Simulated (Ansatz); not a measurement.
## Hypothetical ReO3 type VBr3: element substitutions

Consider VBr₃ in the ReO3 type structure (space group Pm-3m, No. 221; a = 5.087 Å; ferromagnetic; a hypothetical phase, not in the database extracts checked).

Each row replaces one element on all its sites; cell and atoms are relaxed.

Computed with plane-wave PAW DFT at the PBE level (Ansatz, a first-principles code, 420 eV), scalar-relativistic without spin-orbit coupling.

**Question.** Only one of these has a band gap. Which?
A) Br → As
B) V → Cd
C) V → Ta
D) V → Sc

**Answer.** D, V → Sc. Computed: V → Ta: zero; Br → As: zero; V → Sc: 1.90 eV; V → Cd: zero

The magnetic state is the one reached from the starting moments; the real material's order can differ, and small cells can't hold many antiferromagnetic ones. No phonon test of stability was made. As relaxed here, TaBr3, VAs3, ScBr3 and CdBr3 are hypothetical phases, not in the database extracts checked. Starting moments died away, wholly or in part, for Br → As; another magnetic solution may exist. No Hubbard U is applied, and correlation can decide whether such a compound is a metal. Spin-polarised in the final run: base; the other runs are not. An odd electron count without spin: CdBr3. TaBr3 has a high density of states at the Fermi level and may be magnetic at this level.
